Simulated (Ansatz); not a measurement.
Band structure of CsBr (Pm-3m, 2 atoms in the cell).

```yaml
crystal:
  lattice:
    - [4.33816, 0.00000, 0.00000]
    - [0.00000, 4.33816, 0.00000]
    - [0.00000, 0.00000, 4.33816]
  atoms:
    - { symbol: Cs, position: [0.00000, 0.00000, 0.00000] }
    - { symbol: Br, position: [0.50000, 0.50000, 0.50000] }
```

Level of theory: PBE, PAW files (plane waves; Ansatz, an electronic-structure program).

Settings: basis.ecutwfc = 420 eV; kpoints.mp_grid.grid = 6 6 6; hamiltonian.xc = pbe; hamiltonian.pseudopotentials = {kind: paw} (the program's default PAW files); scf.occupations.method = fixed; kpoints.band_path.npoints = 8.

The starting cell comes from a database of computed structures (which also holds hypothetical and non-ambient phases and stackings), without a prior relaxation at this level. Its lattice was rescaled by a random factor within 2.5 % of one.

### Question
Predict the gap along the standard path and the places of the band edges.

### Answer
The gap along the path is 4.39 eV, direct at Γ to within 0.01 eV.

Levels in eV from the top of the valence band on the path, bands 5 to 11:
```
point      5      6      7      8     9    10    11
-----  -----  -----  -----  -----  ----  ----  ----
Γ      -6.42  -0.01  -0.01  -0.01  4.39  4.96  4.96
X      -6.33  -1.25  -0.19  -0.19  5.92  7.14  7.57
M      -6.27  -0.57  -0.57   0.00  5.25  5.48  7.20
R      -6.79  -1.09  -1.09  -1.09  8.16  8.16  8.16
```

Keys are those of Ansatz 0.2.
